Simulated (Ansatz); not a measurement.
Reference: Si (Fd-3m), r2SCAN, finite-displacement electron-phonon coupling, linearised Boltzmann equation (plane waves, PAW, scalar-relativistic; Ansatz, a program for electronic structure); axes and stresses refer to this cell.

```yaml
crystal:
  lattice:
    - [0.00000, 2.72212, 2.72212]
    - [2.72212, 0.00000, 2.72212]
    - [2.72212, 2.72212, 0.00000]
  atoms:
    - { symbol: Si, position: [0.00000, 0.00000, 0.00000] }
    - { symbol: Si, position: [0.25000, 0.25000, 0.25000] }
```

* **electron mobility at 300 K along x**: 1480 cm²/(V·s)

### Question
Change: hydrostatic pressure -3 GPa. What happens to electron mobility at 300 K along x?

### Answer
electron mobility at 300 K along x shrinks to 1360 cm²/(V·s).

### Question
Change: hydrostatic pressure -5 GPa. What happens to electron mobility at 300 K along x?

### Answer
electron mobility at 300 K along x shrinks to 1270 cm²/(V·s).

### Question
Change: hydrostatic pressure 2 GPa. What happens to electron mobility at 300 K along x?

### Answer
electron mobility at 300 K along x goes up to 1550 cm²/(V·s).

### Question
Change: hydrostatic pressure 4 GPa. What happens to electron mobility at 300 K along x?

### Answer
electron mobility at 300 K along x increases to 1610 cm²/(V·s).

### Question
Change: hydrostatic pressure 9 GPa. What happens to electron mobility at 300 K along x?

### Answer
electron mobility at 300 K along x rises to 1740 cm²/(V·s).

### Question
Change: measured lattice constant, not relaxed. What happens to electron mobility at 300 K along x?

### Answer
electron mobility at 300 K along x moves little, to 1500 cm²/(V·s).

Dilute carriers scattered by harmonic phonons alone; a coarser fine mesh moves the values by up to 2 %. Spin-orbit coupling is left out unless a row names it. Stresses and pressures are the targets of the relaxation.  The structure type is held under load, also where the real crystal would transform.
